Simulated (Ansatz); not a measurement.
# Hf2B2Si (model structure, started from the Ti2InB2 type, P-6m2, No. 187, 5 atoms in the cell)

Calculation: LDA (Ansatz, an electronic-structure program, plane waves, PAW).

Settings: plane-wave cutoff 520 eV, 24×24×8 k mesh (along the axes of the cell as run), Fermi–Dirac smearing 0.05 eV, scalar-relativistic PAW data made under PBE.

Cell (relaxed at this level):

Hf2B2Si is taken in the hexagonal space group P-6m2 (No. 187), Pearson symbol hP5. Cell: a = 3.104 Å, b = 3.104 Å, c = 7.575 Å, α = 90.00°, β = 90.00°, γ = 120.00°. Hf on 2h sees 6 B at 2.452 Å and 3 Si at 2.772 Å. Si on 1a sees 6 Hf at 2.772 Å. B1 on 1b is coordinated by 3 B at 1.792 Å and 6 Hf at 2.452 Å. B2 on 1f has 3 B at 1.792 Å and 6 Hf at 2.452 Å. (Neighbours: up to the widest gap in distance over summed covalent radii, below 1.35, at either atom; cation-cation and far metal-metal contacts left out.)

- band gap: none
- bulk modulus: 199 GPa

Note: the bulk modulus is −V dP/dV from two relaxed cells at ±2 % in volume; the relaxation could raise the start's symmetry but not lower it, so the cell can be a saddle point.

Spin–orbit coupling is not included; it can open a gap where bands touch, and shift volumes and moduli.

Computed values are for the static lattice.

It cost very roughly 5 core-minutes of CPU time.

A model structure was made by putting elements into a prototype or built by hand; it is no filed structure, need not be a known phase, and can be a saddle point held by its symmetry.
